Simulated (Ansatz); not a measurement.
A computed series for ZnSe: response to strain

Take ZnSe in the zinc blende structure (space group F-43m, No. 216; a = 5.568 Å) as the base. Axes: x, y, z lie along the cube axes.

Strains are applied to the cell and any free atomic positions relax.

The values are results of DFT with LDA, PAW potentials and a 420 eV plane-wave cutoff in Ansatz (a first-principles code), scalar-relativistic without spin-orbit coupling, not measurements.

Notes on the quantities. energy relative to the base: free energy F.

```json
[
 {"uniaxial strain ε_zz (%)": "-3", "energy relative to the base (meV/atom)": "6.0"},
 {"uniaxial strain ε_zz (%)": "-2.5", "energy relative to the base (meV/atom)": "4.2"},
 {"uniaxial strain ε_zz (%)": "-2", "energy relative to the base (meV/atom)": "?"},
 {"uniaxial strain ε_zz (%)": "-1.5", "energy relative to the base (meV/atom)": "1.5"},
 {"uniaxial strain ε_zz (%)": "-1", "energy relative to the base (meV/atom)": "0.7"},
 {"uniaxial strain ε_zz (%)": "-0.5", "energy relative to the base (meV/atom)": "0.2"},
 {"uniaxial strain ε_zz (%)": "0", "energy relative to the base (meV/atom)": "0.0"}
]
```

Problem. Fit ΔE = Aε² + Bε³ (ε in %) to the rows shown and predict the withheld row.

Solution. Least squares on the printed values gives A = 0.688 and B = 0.0071 meV/atom (largest residual 0.0 meV/atom); this predicts 2.7 meV/atom, and the run gives 2.7 meV/atom, in agreement.

Whether these cells are dynamically stable was not tested.
